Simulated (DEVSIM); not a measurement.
# abrupt Si p-n junction

Structure: abrupt Si p-n junction, at 300 K.

| layer (left to right) | material | thickness (μm) | Nd (cm⁻³) | Na (cm⁻³) | τn (s) | τp (s) |
|---|---|---|---|---|---|---|
| 1 | Si | 0.250 | - | 8.2e17 | 0.00069 | 0.00069 |
| 2 | Si | 0.170 | 8.3e15 | - | 0.00069 | 0.00069 |

Left contact: ohmic. Right contact: ohmic. Voltage is applied to the left contact. Recombination: SRH at mid-gap. Mobility is constant in doping.

The device is made up for the run: typed textbook-type constants, with dimensions and the other settings drawn at random. Values at 300 K.

| parameter | Si |
|---|---|
| gap (eV) | 1.124 |
| affinity (eV) | 4.05 |
| permittivity | 11.7 |
| Nc (cm⁻³) | 2.86e19 |
| Nv (cm⁻³) | 3.1e19 |
| μn (cm²/Vs) | 1417 |
| μp (cm²/Vs) | 470 |

DEVSIM, 1D drift-diffusion, Boltzmann statistics, complete ionisation; no tunnelling, impact ionisation, image-force lowering or self-heating.

```
Item                                               Result
---------------------------------------------  ----------
Potential step across the device at zero bias     0.820 V
Largest field in the device at zero bias       69000 V/cm
Dark forward voltage at 1 A/cm²                   0.474 V
Dark forward voltage at 100 A/cm²                 0.616 V
```

Dark forward current:

| V (V) | J (A/cm²) |
|---|---|
| 0.05 | 2.1e-7 |
| 0.10 | 1.5e-6 |
| 0.15 | 9.6e-6 |
| 0.20 | 6.0e-5 |
| 0.25 | 0.00037 |
| 0.30 | 0.0022 |
| 0.35 | 0.013 |
| 0.40 | 0.078 |
| 0.45 | 0.44 |
| 0.50 | 2.4 |
| 0.55 | 13 |
| 0.60 | 63 |
| 0.65 | 280 |
| 0.70 | 1100 |
| 0.75 | 3800 |
